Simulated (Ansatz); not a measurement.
An Ansatz (a first-principles code) run: Pt; Ansatz, PBE, PAW, cutoff 420 eV, no SOC, earlier PAW set.

Input:

Ansatz 0.2 input:
```yaml
crystal:
  lattice:
    - [0, 1.9850440297, 1.9850440297]
    - [1.9850440297, 0, 1.9850440297]
    - [1.9850440297, 1.9850440297, 0]
  atoms:
    - { symbol: Pt, position: [0, 0, 0] }
basis: { ecutwfc: 420, ecutrho_ratio: 4, xc_grid: 2, fft_grid_basis: typed }
kpoints: { mp_grid: { grid: [20, 20, 20] } }
hamiltonian:
  xc: pbe
  dispersion: none
  pseudopotentials: { azcp: { folder: ./paw }, kind: paw }
scf: { occupations: { method: fermi_dirac, width: 0.05 }, convergence: { dr2_threshold: 0.0000000001 } }
output: { forces: true, stress: true }
checkpoint: { write: state.ck, write_every: 1000 }
```

Output (explanatory and most iteration lines left out):

```
Pseudopotential: Pt, paw, valence charge 18
Crystal: 1 atoms, lattice volume = 15.644 Å³
Basis set: ecut = 420 eV, 331 PW (Γ), exchange–correlation on 40×40×40 points (8 copies of the dense FFT grid, shifted against one another)
Bands: 13, of which v1, the nominal top of the filled ones, is band 9 counted from 1 (8 counted from 0)
Symmetry: 48 space group operations
Space group: Fm-3m (ITA 225), of the structure as read, at distance tolerance 2.5e-5 Å
k-points: 256 of 8000
Functional: x = pbe(κ = 0.804, μ = 0.2195149727645171), c = pbe(β = 0.06672455060314922)
SCF iter   1: F=—  HF=-12525.056456 eV  |F-HF|=—  |Δ(HF+E_count)|=         —  Δρ=8.47e-2  dr2=1.09e0  ethr=3.10e-3  ⟨swp⟩=5.0  Hψ=17135  notcnv=0
SCF iter   2: F=—  HF=-12524.772576 eV  |F-HF|=—  |Δ(HF+E_count)|=   2.84e-1  Δρ=3.91e-2  dr2=2.17e-1  ethr=3.10e-3  ⟨swp⟩=2.0  Hψ=6313  notcnv=0
SCF 1 converged in 8 iterations: F = -12524.716141 eV  dr2 = 1.56e-11
SCF converged after 8 iterations
Free energy (F): -12524.716141 eV
Internal energy: -12524.701068 eV  (E = F + TS)
E sigma→0 (E₀):  -12524.708605 eV
Entropy (-TS):   -0.015072 eV (-15.072 meV/atom)
Fermi energy:    22.288406 eV
--- Forces (eV/Å), atoms counted from 1 ---
  atom   1  Pt     0.00000000     0.00000000     0.00000000
--- Stress (GPa, compression-positive) ---
       -0.000310      -0.000000       0.000000
        0.000000      -0.000310      -0.000000
        0.000000      -0.000000      -0.000310
  P = ⅓ Tr σ = -0.0003 GPa (-0.003 kbar)
```

Stability against distortions was not tested. The final runs are not spin-polarised. The cell is Pt in the fcc (Cu type) structure (space group Fm-3m, No. 225).
